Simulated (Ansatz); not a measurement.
The reference is WSi2 (space group I4/mmm, No. 139; a = 3.229 Å, c = 7.870 Å; relaxed with 0.1 eV smearing). Axes: x, y, z lie along a, b, c of the conventional cell.

(Cell as relaxed with PBE.)

Levels (all Ansatz, a program for electronic structure, PAW, earlier PAW set): PBE (420 eV, without spin-orbit coupling); r2SCAN (500 eV, no spin-orbit coupling).

Each level relaxes its own structure.

| base | PBE | r2SCAN |
|---|---|---|
| volume per atom | 13.68 Å³ | 13.42 Å³ |
| lattice parameter a | 3.229 Å | 3.212 Å |
| band gap | zero | zero |

Now apply this change: compressive biaxial strain of 1.64 % in the plane normal to [001], as in epitaxy on a mismatched substrate; the out-of-plane cell vector and the atoms relax.

| quantity | PBE | r2SCAN |
|---|---|---|
| out-of-plane strain | +0.64 % | +0.61 % |
| mean in-plane stress (compression positive) | +8.7 GPa | +9.3 GPa |

PBE's out-of-plane strain lies 0.036 % above r2SCAN's; PBE's in-plane stress lies 0.6 GPa below r2SCAN's. Neither level is exact; r2SCAN is the comparison here, not a measurement.

Whether these cells are dynamically stable was not tested. The final runs are not spin-polarised.
